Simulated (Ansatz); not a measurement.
For Ta$_{2}$N (P-3m1), Ansatz (a first-principles code) with PBEsol, DFPT electron-phonon coupling, linearised Boltzmann equation gives a transport coupling λ_tr = 0.534 and a Drude plasma energy ħω_p = 5.66 eV along x (a = (3.08, 0.00, 0.00) Å; b = (-1.54, 2.67, 0.00) Å; c = (0.00, 0.00, 4.81) Å).

Problem. Estimate the resistivity at 300 K from the high-temperature formula ρ = 2π λ_tr k_B T / (ħ ε₀ ω_p²), and say how the full Boltzmann solution compares.

Solution. The scattering rate is 1/τ = 2π λ_tr k_B T/ħ = 1.32e14 s⁻¹ and ω_p = 8.60e15 s⁻¹, so ρ ≈ 20.1 μΩ·cm. The Boltzmann solution gives 17.4 μΩ·cm, 0.86 times the estimate; it lies lower because k_BT is not large against the phonon energies and the solution lets the distribution adjust.

A metal at this level (no band gap). Only scattering by harmonic phonons is included (no impurities, grain boundaries, electron-electron scattering or thermal expansion). Spin-orbit coupling is left out, which matters with elements this heavy. The run warned that the eigensolver left some states short of its tolerance. Halving the electron mesh (32x32x20) moves the resistivity by up to 5 % at 300 K, the coupling by up to 1 %. Smearing 0.20 eV; phonons on a 5x5x3 q mesh, which this run doesn't test.

Computed structure with no diffraction record at hand here (it may be known, metastable or hypothetical): Ta2N (P-3m1).
